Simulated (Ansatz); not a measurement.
KTaO₃ (Pm-3m), PBEsol with spin-orbit coupling, rigid bands in Ansatz (a quantum-chemistry and plane-wave program): N_v = 4.24e20 cm⁻³ at 300 K and a hole conductivity mass of 2.06 mₑ.

For 1e16 holes per cm³ at 300 K, place the Fermi level, estimate the Seebeck coefficient of a parabolic band with constant τ, and give mobility and conductivity for τ = 5 fs.

The level lies k_BT ln(N_v/p) = 0.275 eV above the valence-band maximum. S ≈ +(k_B/e)[ln(N_v/p) + 5/2] = 1134 μV/K, against 1150 μV/K from the full bands (mean over directions). μ = eτ/m = 4.27 cm²/(V·s) and σ = peμ = 0.00684 S/cm. τ is assumed, not computed.

Band transport and this doping are assumed; polarons and phonon drag are left out.
